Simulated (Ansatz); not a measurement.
AlB2-type YSi2 was calculated with r²SCAN (plane waves, PAW; Ansatz, a quantum-chemistry and plane-wave program).

Numerical settings: plane-wave cutoff 560 eV, 18×18×14 k mesh (along the axes of the cell as run), Fermi–Dirac smearing 0.05 eV, scalar-relativistic PAW data made under PBE.

Computed at the level's own relaxed cell.

**Question.** Predict the equilibrium lattice constant a, lattice parameter c and bulk modulus.

**Answer.** 
equilibrium lattice constant a: 4.068 Å
lattice parameter c: 3.999 Å
bulk modulus: 89.4 GPa

The run finds no gap.

Note: the relaxation could not lower the start's symmetry, so the cell can be a saddle point above a distorted one; the bulk modulus is −V dP/dV from two relaxed cells at ±2 % in volume; the volume lies 8 % above that of the published cell.

It cost very roughly 4 core-minutes of CPU time.
